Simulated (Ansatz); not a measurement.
Band structure of YTe (Fm-3m, 2 atoms in the cell).

```xyz
2
Lattice="0.0000 3.0803 3.0803 3.0803 0.0000 3.0803 3.0803 3.0803 0.0000" Properties=species:S:1:pos:R:3 pbc="T T T"
Y      0.0000     0.0000     0.0000
Te     3.0803     3.0803     3.0803
```

Method: PBEsol, PAW files made with PBE (plane waves; Ansatz, an electronic-structure program).

Settings: kpoints.mp_grid.grid = 12 12 12; hamiltonian.xc = pbesol; hamiltonian.pseudopotentials = {kind: paw} (an earlier, softer set of the program's PAW files); scf.occupations.method = fermi_dirac; scf.occupations.width = 0.1 eV; kpoints.band_path.npoints = 8.

The starting cell comes from a database of computed structures (which also holds hypothetical and non-ambient phases and stackings), without a prior relaxation at this level. Spin-orbit coupling is off.

Levels in eV from the Fermi level, bands 10 to 17:
```tsv
point	10	11	12	13	14	15	16	17
Γ	-13.17	-2.24	-2.24	-2.24	-0.25	-0.25	-0.25	0.33
X	-12.39	-5.09	-3.34	-3.34	-1.86	1.21	1.33	2.46
W	-12.23	-4.61	-4.61	-4.54	0.76	0.76	1.37	2.46
K	-12.25	-4.87	-4.85	-3.77	-0.49	1.98	2.04	2.24
L	-12.12	-6.25	-4.10	-4.10	1.49	1.71	1.71	1.83
U	-12.25	-4.87	-4.85	-3.77	-0.49	1.98	2.04	2.24
```

Bands cross the Fermi level along this path, so the cell is metallic at this level.

Keys are those of Ansatz 0.2.
